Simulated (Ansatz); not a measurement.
## Antifluorite K2S

Method: B3LYP (VWN-RPA form) in Ansatz (plane waves, PAW).

Settings: plane-wave cutoff 460 eV, 6×6×6 k mesh, Fermi–Dirac smearing 0.01 eV, scalar-relativistic PAW data made under PBE.

Cell: measured lattice: a = b = c = 7.391 Å, α = β = γ = 90.00°.

```yaml
band_gap: 3.68 eV (on the SCF k mesh) (indirect)
smallest_direct_gap_on_the_k_points_sampled: 3.88 eV
```

Note: cell and atoms aren't relaxed at this level (pressure 0.9 GPa).

The computed numbers hold no vibrational or temperature effects.

Computing time: roughly 2.8 core-minutes.

Ansatz is a first-principles code.
